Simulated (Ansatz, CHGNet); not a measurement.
For NbAs (model structure, started from the NbAs type, I4₁md, No. 109, 4 atoms in the cell), the machine-learned potential CHGNet-r²SCAN (trained on r²SCAN data) gives:

* **equilibrium lattice constant a**: 3.411 Å
* **c axis length**: 12.238 Å

Q: What does r²SCAN in Ansatz (plane waves, PAW) give for the same quantities?

A: 
- lattice constant a: 3.457 Å (rises by 1.3 %)
- lattice parameter c: 11.764 Å (falls by 3.9 %)

Changes are worked out from the printed values.

Unless a cell is named, each level is at its own relaxed cell (CHGNet-r²SCAN 17.80, r²SCAN 17.58 Å³/atom).

Ansatz's density-functional and Hartree–Fock values are scalar-relativistic unless marked +SOC, with PAW data made under PBE.

A model structure was made by putting elements into a prototype or built by hand; it is no filed structure, need not be a known phase, and can be a saddle point held by its symmetry.

Ansatz is an electronic-structure program.
